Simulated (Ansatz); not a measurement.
Consider CdS in the wurtzite structure (space group P6_3mc, No. 186; a = 4.074 Å, c = 6.637 Å). Axes: x lies along a and z along c of the hexagonal cell.

Calculations: DFT with LDA, PAW potentials and a 420 eV plane-wave cutoff in Ansatz (a program for electronic structure), no spin-orbit coupling.

For the base:

```
Property     Value
--------  --------
Pressure  0.00 GPa
Band gap   1.03 eV
```

The change: biaxial strain −1.80 %, plane normal [001], relaxed out of plane (Cartesian); in-plane vectors clamped, the third vector and the atoms free.

Task: What does the calculation give for the out-of-plane strain, pressure and band gap after the change?

Result: The out-of-plane strain is +1.75 %; the pressure (mean of the normal stresses, compression positive) goes from zero to 1.24 GPa; the band gap drops by 0.05 eV to 0.98 eV.

Gaps are Kohn–Sham eigenvalue differences; semilocal functionals usually give less than the measured gap. Whether these cells are dynamically stable was not tested.
